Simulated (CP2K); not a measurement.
Band structure of YbIn₅Rh (P4/mmm, 7 atoms in the cell).

```
CELL_PARAMETERS angstrom
      4.68710     0.00000     0.00000
      0.00000     4.68710     0.00000
      0.00000     0.00000     7.55496
ATOMIC_POSITIONS crystal
  Yb 0.00000 0.00000 0.00000
  In 0.50000 0.50000 0.00000
  In 0.50000 0.00000 0.30001
  In 0.50000 0.00000 0.69999
  In 0.00000 0.50000 0.30001
  In 0.00000 0.50000 0.69999
  Rh 0.00000 0.00000 0.50000
```

Computed with LDA (Pade form), GPW, DZVP-MOLOPT-SR-GTH basis, GTH-PADE potentials (GTH_POTENTIALS) (CP2K 2026.2).

Settings: CUTOFF = 800 Ry; REL_CUTOFF = 50 Ry; SMEAR/METHOD = GAUSSIAN; SIGMA = 0.1 eV; KPOINTS/SCHEME = MONKHORST-PACK 5 5 3; XC_FUNCTIONAL = PADE; Yb/BASIS_SET = DZVP-MOLOPT-SR-GTH; Yb/POTENTIAL = GTH-PADE-q24; In/BASIS_SET = DZVP-MOLOPT-SR-GTH; In/POTENTIAL = GTH-PADE-q13; Rh/BASIS_SET = DZVP-MOLOPT-SR-GTH; Rh/POTENTIAL = GTH-PADE-q17; METHOD = GPW; EPS_DEFAULT = 1e-10.

The starting cell comes from a database of computed structures (which also holds hypothetical and non-ambient phases and stackings), without a prior relaxation at this level. Spin-orbit coupling is off. Spin polarisation is off. Values carry the incompleteness of an atom-centred basis.

Levels in eV from the Fermi level, bands 50 to 55:
| point | 50 | 51 | 52 | 53 | 54 | 55 |
|---|---|---|---|---|---|---|
| Γ | -0.43 | -0.43 | -0.21 | 1.13 | 1.13 | 1.22 |
| X | -0.48 | -0.46 | -0.45 | 0.71 | 1.02 | 1.95 |
| M | -0.52 | -0.49 | -0.48 | -0.48 | -0.47 | -0.44 |
| Z | -0.47 | -0.47 | -0.33 | 0.25 | 0.25 | 0.31 |
| R | -0.50 | -0.46 | -0.46 | 0.04 | 0.25 | 0.64 |
| A | -0.49 | -0.49 | -0.46 | -0.44 | -0.38 | -0.38 |

Bands cross the Fermi level along this path, so the cell is metallic at this level.

Higher empty bands are left out: an atom-centred basis made for the valence describes them poorly.
